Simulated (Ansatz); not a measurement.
The parent structure is Ti in the hcp (Mg type) structure (space group P6_3/mmc, No. 194; a = 2.939 Å, c = 4.654 Å; relaxed with 0.1 eV smearing). Axes: x lies along a and z along c of the hexagonal cell.

All numbers come from plane-wave PAW DFT at the PBE level (Ansatz, an electronic-structure program, 420 eV), no SOC, earlier PAW set.

For the base:

The shortest interatomic distance is 2.880 Å. The band gap is zero.

Modification: uniaxial strain ε_zz = −1.03 %, all other strain components held at zero; the atoms relax in the strained cell.

Q: Estimate the effect on the stress.

A: The stress (xx, yy, zz, yz, xz, xy; compression positive) comes out as (0.8, 0.8, 2.0, 0.0, 0.0, 0.0) GPa.

Q: How does this affect the energy relative to the base?

A: The energy increases by 1.1 meV/atom.

Q: Predict the new shortest interatomic distance.

A: The shortest interatomic distance drops by 0.019 Å to 2.861 Å.

Q: Predict the new band gap.

A: The band gap stays zero.

Stability against distortions was not tested. The final runs are not spin-polarised.
